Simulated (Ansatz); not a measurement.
Input and output of a self-consistent single point for Cs2InBiI6 (Fm-3m, 10 atoms in the cell) (Ansatz, an electronic-structure program).

Level of theory: LDA (PW92), default PAW files made with PBE (plane waves; Ansatz).

```xyz
10
Lattice="0.0000 5.8095 5.8095 5.8095 0.0000 5.8095 5.8095 5.8095 0.0000" Properties=species:S:1:pos:R:3 pbc="T T T"
Cs     2.9048     2.9048     2.9048
Cs     8.7143     8.7143     8.7143
In     5.8095     5.8095     5.8095
Bi     0.0000     0.0000     0.0000
I      2.9152     5.8095     5.8095
I      8.7038     5.8095     5.8095
I      5.8095     2.9152     5.8095
I      5.8095     8.7038     5.8095
I      5.8095     5.8095     2.9152
I      5.8095     5.8095     8.7038
```

Reference input (self-consistent single point, DFT, LDA (PW92), plane waves, default PAW files made with PBE): basis.ecutwfc = 30.9 Ry; kpoints.mp_grid.grid = 4 4 4; hamiltonian.xc = lda; hamiltonian.pseudopotentials = {kind: paw} (the program's default PAW files); scf.occupations.method = methfessel_paxton; scf.occupations.width = 0.02 Ry. This run's input differs from it in these lines:

```diff
@@ -25,2 +25,3 @@
   occupations: { method: methfessel_paxton, width: 0.02 Ry }
+  convergence: { dr2_threshold: 1.0e-02 eV }
 output:
```

Log, with long lists cut:

```
SCF iter   1: F=—  HF=-72696.200029 eV  |F-HF|=—  |Δ(HF+E_count)|=         —  Δρ=4.53e-3  dr2=5.02e-2  ethr=1.77e-3  ⟨swp⟩=9.8  Hψ=3525  notcnv=0
all-band conjugate gradients solve this SCF's bands
preconditioner: auto → Resta (q_TF=auto, 2.319 Å⁻¹)
SCF iter   2: F=—  HF=-72696.188622 eV  |F-HF|=—  |Δ(HF+E_count)|=   1.14e-2  S|Δr|=    0.00e0  Δρ=2.07e-3  dr2=9.80e-3  ethr=3.39e-5  ⟨swp⟩=2.0  Hψ=1122  notcnv=0
SCF iter   3: F=-72696.186939 eV  HF=-72696.187396 eV  |F-HF|=4.56e-4  |Δ(HF+E_count)|=   1.23e-3  S|Δr|=    0.00e0  Δρ=5.15e-4  dr2=1.28e-3  ethr=6.62e-6  ⟨swp⟩=14.2  Hψ=4284  notcnv=0
solved again in the potential of the output density, not every published eigenvalue holds within its bar: 216 eigenvalues moved, the lowest at band 30 …
SCF 1 converged in 3 iterations: F = -72696.186939 eV  dr2 = 1.28e-3
Stability not checked (fill_not_monotonic)
Free energy (F): -72696.186939 eV
Internal energy: -72696.193337 eV  (E = F + TS)
E sigma→0 (E₀):  -72696.188539 eV
Entropy (-TS):   0.006398 eV (0.640 meV/atom)
Fermi energy:    7.831152 eV
--- Forces (eV/Å), atoms counted from 1 ---
  atom   1  Cs    -0.00000000    -0.00000000     0.00000000
  atom   2  Cs     0.00000000    -0.00000000    -0.00000000
  atom   3  In     0.00000000    -0.00000000    -0.00000000
  atom   4  Bi    -0.00000000     0.00000000    -0.00000000
   [... lines left out ...]
  atom  10  I     -0.00000000     0.00000000    -0.19806898
--- Stress (GPa, compression-positive) ---
        3.663418      -0.000000      -0.000000
       -0.000000       3.663418      -0.000000
       -0.000000       0.000000       3.663418
  P = ⅓ Tr σ = 3.6634 GPa (36.634 kbar)
  The stress holds the Pulay correction. Without it, at fixed plane waves, as pw.x and ABINIT print it: P = 3.6386 GPa
```

The run converged in 3 iterations. Against the reference run the free energy stays essentially unchanged (within 1 meV/atom), the pressure stays at 3.66 GPa and the largest force goes from 0.208 to 0.198 eV/Å.

The starting cell was generated: these elements placed on a structure prototype, without a prior relaxation; it need not be a known phase or ordering of this composition. Its lattice was rescaled by a random factor within 2.5 % of one. With a pressure of about 4 GPa the cell is away from its equilibrium volume at this level. Ansatz's pressure includes its estimate of the finite-basis (Pulay) stress. The run gives no clean gap (levels at the Fermi energy touch, overlap or are partly filled at this smearing), which alone does not show that the compound is a metal.

Keys are those of Ansatz 0.2.
